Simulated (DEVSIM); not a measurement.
System: illuminated Si p-on-n cell, one wavelength, at 300 K.

| layer (left to right) | material | thickness (μm) | Nd (cm⁻³) | Na (cm⁻³) | τn (s) | τp (s) | absorption coefficient (cm⁻¹) |
|---|---|---|---|---|---|---|---|
| 1 | Si | 0.450 | - | 1.4e18 | 1e-6 | 8.6e-6 | 2200 |
| 2 | Si | 140 | 2.5e17 | - | 4.8e-5 | 4.8e-5 | 2200 |

Left contact: ohmic, minority electron recombination velocity 6e5 cm/s. Right contact: ohmic, minority hole recombination velocity 1e5 cm/s. Voltage is applied to the left contact. Recombination: SRH at mid-gap, radiative, Auger. Light enters at the left, 1.7e17 photons cm⁻² s⁻¹, one pass, no reflection. Mobility is μmin + (μ − μmin)/(1 + (N/Nref)^α).

Constants are typed, rounded textbook-type inputs, not results; the design itself was drawn at random and stands for no fabricated device. Values at 300 K.

```
parameter           Si
-------------  -------
gap (eV)         1.124
affinity (eV)     4.05
permittivity      11.7
Nc (cm⁻³)      2.86e19
Nv (cm⁻³)       3.1e19
μn (cm²/Vs)       1417
μp (cm²/Vs)        470
μn,min              52
μp,min              45
Nref,n          9.7e16
Nref,p          2.2e17
αn                0.68
αp                0.72
B (cm³/s)      4.7e-15
Cn (cm⁶/s)     2.8e-31
Cp (cm⁶/s)     9.9e-32
```

Model (solved in DEVSIM): 1D drift-diffusion, Boltzmann statistics, complete ionisation; no tunnelling, impact ionisation, image-force lowering or self-heating.

The recombination velocity at the left contact was swept, all else fixed.

```json
[
 {"recombination velocity at the left contact (cm/s)": "10", "share of generated pairs collected at short circuit": "0.961", "largest power (mW/cm²)": "15.5", "short-circuit current (mA/cm²)": "26.2", "dark forward voltage at 100 A/cm² (V)": "0.940"},
 {"recombination velocity at the left contact (cm/s)": "100", "share of generated pairs collected at short circuit": "0.961", "largest power (mW/cm²)": "15.5", "short-circuit current (mA/cm²)": "26.2", "dark forward voltage at 100 A/cm² (V)": "0.940"},
 {"recombination velocity at the left contact (cm/s)": "1000", "share of generated pairs collected at short circuit": "0.961", "largest power (mW/cm²)": "15.3", "short-circuit current (mA/cm²)": "26.2", "dark forward voltage at 100 A/cm² (V)": "___"},
 {"recombination velocity at the left contact (cm/s)": "10000", "share of generated pairs collected at short circuit": "0.958", "largest power (mW/cm²)": "14.6", "short-circuit current (mA/cm²)": "26.1", "dark forward voltage at 100 A/cm² (V)": "0.919"},
 {"recombination velocity at the left contact (cm/s)": "1e5", "share of generated pairs collected at short circuit": "0.942", "largest power (mW/cm²)": "13.3", "short-circuit current (mA/cm²)": "25.7", "dark forward voltage at 100 A/cm² (V)": "0.894"},
 {"recombination velocity at the left contact (cm/s)": "6e5", "share of generated pairs collected at short circuit": "0.924", "largest power (mW/cm²)": "12.6", "short-circuit current (mA/cm²)": "25.2", "dark forward voltage at 100 A/cm² (V)": "0.883"},
 {"recombination velocity at the left contact (cm/s)": "1e6", "share of generated pairs collected at short circuit": "0.920", "largest power (mW/cm²)": "12.6", "short-circuit current (mA/cm²)": "25.1", "dark forward voltage at 100 A/cm² (V)": "0.882"},
 {"recombination velocity at the left contact (cm/s)": "1e7", "share of generated pairs collected at short circuit": "0.915", "largest power (mW/cm²)": "12.4", "short-circuit current (mA/cm²)": "24.9", "dark forward voltage at 100 A/cm² (V)": "0.880"}
]
```

Q: Some entries are withheld; supply them.

A: 
- 1000, dark forward voltage at 100 A/cm² (V): 0.936
